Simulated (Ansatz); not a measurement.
Results of PBE-D3(BJ) (Ansatz, a quantum-chemistry and plane-wave program, PAW) for CsCl-type TiCo.

Numerical settings: plane-wave cutoff 500 eV, 18×18×18 k mesh, Fermi–Dirac smearing 0.1 eV, no spin polarisation, scalar-relativistic PAW data made under PBE.

Computed at the level's own relaxed cell.

Question: Give the computed equilibrium volume per atom and equilibrium lattice constant a.

Answer: 
* **equilibrium volume per atom**: 12.64 Å³/atom
* **equilibrium lattice constant a**: 2.935 Å

Measured, for comparison: equilibrium volume per atom 13.43 Å³/atom, lattice constant a 2.995 Å (room temperature, not corrected to a static lattice; as tabulated in Yamada et al. (2019), arXiv:1910.09660). Computed (rounded) less measured: equilibrium volume per atom -5.9 %, lattice constant a -2.0 %.

The computed numbers hold no vibrational or temperature effects.
